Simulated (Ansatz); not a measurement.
Response to strain in SiC

The parent structure is SiC in the zinc blende structure (space group F-43m, No. 216; a = 4.356 Å).

Strains are applied to the cell and any free atomic positions relax.

All numbers come from r2SCAN, PAW, 500 eV (Ansatz, an electronic-structure program; no spin-orbit coupling).

```
isotropic strain (%)  pressure (GPa)
--------------------  --------------
-3                              24.8
-2.5                            20.0
-2                              15.5
-1.5                               ?
-1                               7.3
-0.5                             3.5
0                                0.0
```

Question: Fit P = P₀ − Bδ + Cδ² with δ = (1 + ε)³ − 1 to the rows shown and predict the withheld row.

Answer: Least squares on the printed values gives P₀ = 0.0 GPa, B = 223 GPa, C = 691 GPa (largest residual 0.0 GPa); this predicts 11.3 GPa, and the run gives 11.2 GPa, in agreement.

No phonon test of stability was made.
